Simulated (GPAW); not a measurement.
```
CELL_PARAMETERS angstrom
      5.15776     0.00000     0.00000
      0.00000     3.41379     0.00000
     -1.94128     0.00000     6.46091
ATOMIC_POSITIONS crystal
  Mg 0.41573 0.00000 0.92948
  Cu 0.53185 0.50000 0.47858
  Cu 0.95654 0.00000 0.05518
  S  0.27520 0.50000 0.14360
  S  0.22242 0.00000 0.55256
  S  0.83318 0.00000 0.38410
  S  0.72340 0.50000 0.83151
```

Method: PBEsol, GPAW PAW datasets PBEsol (made by gpaw-setup) (plane waves; GPAW).

The set-up and first iterations of a GPAW log for MgCu₂S₄ (Pm, 7 atoms in the cell):

```
Input parameters:
  convergence: {bands: all,
                density: 1e-05}
  kpts: {gamma: True,
         size: (4, 5, 3)}
  maxiter: 150
  mode: {ecut: 800.0,
         name: pw}
  nbands: -13
  occupations: {name: methfessel-paxton,
                order: 1,
                width: 0.1}
  symmetry: {symmorphic: False,
             tolerance: 0.0005}
  xc: PBEsol

species:
  Mg:
    name: Magnesium
    Z: 12.0
    valence: 10
    core: 2
    charge: 0.0
    file: Mg.PBEsol.gz

    # Using partial waves for Mg as LCAO basis

  Cu:
    name: Copper
    Z: 29.0
    valence: 11
    core: 18
    charge: 0.0
    file: Cu.PBEsol.gz

    # Using partial waves for Cu as LCAO basis

  S:
    name: Sulfur
    Z: 16.0
    valence: 6
    core: 10
    charge: 0.0
    file: S.PBEsol.gz

    # Using partial waves for S as LCAO basis

Reference energy: -138767.443631  # eV

Spin-paired calculation

Convergence criteria:
   [... lines left out ...]

Hamiltonian:
  XC and Coulomb potentials evaluated on a 70*48*90 grid
  External potential:
    NoExternalPotential

XC parameters: PBEsol with 2 nearest neighbor stencil

Number of atoms: 7
Number of atomic orbitals: 42
Number of bands in calculation: 41
Number of valence electrons: 56
Bands to converge: all

Density initialized from atomic densities
  41 bands from LCAO basis set

Atomic positions and initial magnetic moments

Positions:
   0 Mg     0.339853    0.000000    6.005290    ( 0.0000,  0.0000,  0.0000)
   1 Cu     1.814096    1.706893    3.092064    ( 0.0000,  0.0000,  0.0000)
   2 Cu     4.826483    0.000000    0.356513    ( 0.0000,  0.0000,  0.0000)
   3 S      1.140647    1.706893    0.927787    ( 0.0000,  0.0000,  0.0000)
   4 S      0.074515    0.000000    3.570043    ( 0.0000,  0.0000,  0.0000)
   5 S      3.551696    0.000000    2.481637    ( 0.0000,  0.0000,  0.0000)
   6 S      2.116928    1.706893    5.372315    ( 0.0000,  0.0000,  0.0000)

Unit cell:
           periodic     x           y           z      points  spacing
  1. axis:    yes    5.157759    0.000000    0.000000    35     0.1411
  2. axis:    yes    0.000000    3.413786    0.000000    24     0.1422
  3. axis:    yes   -1.941281    0.000000    6.460914    45     0.1436

  Lengths:   5.157759   3.413786   6.746257
  Angles:   90.000000 106.723704  90.000000

Effective grid spacing dv^(1/3) = 0.1444
     iter     time        total  log10-change:
                         energy   eigst   dens
iter:   1 --:--:--   -34.112494   +1.60
iter:   2 --:--:--   -32.285249   +0.57  -1.22
iter:   3 --:--:--   -30.725086   +0.07  -1.29
iter:   4 --:--:--   -30.636165   -0.32  -1.41
iter:   5 --:--:--   -30.576220   -0.48  -1.48
iter:   6 --:--:--   -30.582710   -0.78  -1.60
iter:   7 --:--:--   -30.511093   -0.72  -1.74
iter:   8 --:--:--   -30.490353   -1.08  -2.05
iter:   9 --:--:--   -30.468152   -1.36  -2.17
iter:  10 --:--:--   -30.455891   -1.63  -2.45
iter:  11 --:--:--   -30.452859c  -1.73  -2.57
iter:  12 --:--:--   -30.452270c  -2.00  -2.79
iter:  13 --:--:--   -30.451423c  -2.12  -2.82
iter:  14 --:--:--   -30.450627c  -2.11  -2.87
iter:  15 --:--:--   -30.450277c  -2.29  -3.10
```

How does the run end?

The run ended unconverged after 150 iterations. It gives no final result for the task that was set. The log goes on:

```
   [... 10 lines left out ...]
iter:  26 --:--:--   -30.450195c  -3.53  -4.61
iter:  27 --:--:--   -30.450195c  -3.48  -4.66
iter:  28 --:--:--   -30.450195c  -3.50  -4.88
   [... lines left out ...]
iter: 149 --:--:--   -30.450195c  -3.36  -14.31c
iter: 150 --:--:--   -30.450195c  -3.24  -14.28c

Did not converge!

Here are some tips:

1) Make sure the geometry and spin-state is physically sound.
2) Use less aggressive density mixing.
3) Solve the eigenvalue problem more accurately at each scf-step.
4) Use a smoother distribution function for the occupation numbers.
5) Try adding more empty states.
6) Use enough k-points.
7) Don't let your structure optimization algorithm take too large steps.
8) Solve the Poisson equation more accurately.
9) Better initial guess for the wave functions.

See details here:

    https://gpaw.readthedocs.io/documentation/convergence.html
Traceback (most recent call last):
   [... frames left out ...]
gpaw.KohnShamConvergenceError: Did not converge!  See text output for help.
```

The starting cell comes from a database of computed structures (which also holds hypothetical and non-ambient phases and stackings), without a prior relaxation at this level. Its lattice was rescaled by a random factor within 2.5 % of one.

The run was DFT PBEsol, plane waves, GPAW PAW datasets PBEsol (made by gpaw-setup). Main settings of its input:

* **mode**: pw
* **ecut**: 800 eV
* **xc**: PBEsol
* **kpts**: 4 5 3
* **mesh shift (steps)**: 0 0 0
* **occupations.name**: methfessel-paxton
* **occupations.width**: 0.1 eV
* **occupations.order**: 1
* **nbands**: -13
* **convergence.density**: 1e-05 e/electron
* **convergence.bands**: all
* **symmetry.symmorphic**: false
